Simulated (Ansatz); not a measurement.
## Co on the 1x1 (101) surface of tetragonal HfO2 (a metastable polymorph) (cut with top plane O), one in a 2x1 cell, started at the site 'over Hf at depth 1.0 Å'

Host crystal: tetragonal HfO2, with a band gap (PBE, scalar-relativistic without spin-orbit coupling).

The numbers are results of PBE (plane waves to 420 eV, PAW; Ansatz, a quantum-chemistry and plane-wave program), not measurements.

Model: 37-atom slab, 7.6 Å thick at the start under the adsorbate (thin: gaps and levels are the slab's own), 3x3x1 mesh, Fermi-Dirac 0.01 eV, dipole correction, 16 atoms held, the rest relaxed; held to the start's symmetry, so lower structures may exist; spin-polarised, ending with about 3.0 μB a cell; orders that need a larger cell were not tried, no spin-orbit, no U, no dispersion correction. At the end it is bonded to Hf. In PBE this state lies 0.49 eV over the lowest of the starts that converged ('bridge O-O (span 4.0 Å)', where the adsorbate broke or entered a bond of the host).

```yaml
adsorption energy against an atom of hcp Co, ferromagnetic: 87.5 kcal/mol
change_of_the_step_from_the_bottom_to_the_top_vacuum_level_against_the_clean_slab: 0.12 eV
energy_released_by_relaxation: 0.60 eV
height of the binding atom over the mean of the host atoms within 0.3 Å of the top one: 1.417 Å
magnetic_moment_of_the_cell: 3.00 μB
nearest_host_atoms_of_the_binding_atom: O at 2.28 Å, O at 2.28 Å, Hf at 2.55 Å
largest_move_of_a_host_atom: 0.17 Å
note: in the relaxation the adsorbate left its starting site by 1.1 Å
```

A negative adsorption energy means that the adsorbate is more stable on the surface than in its reference.
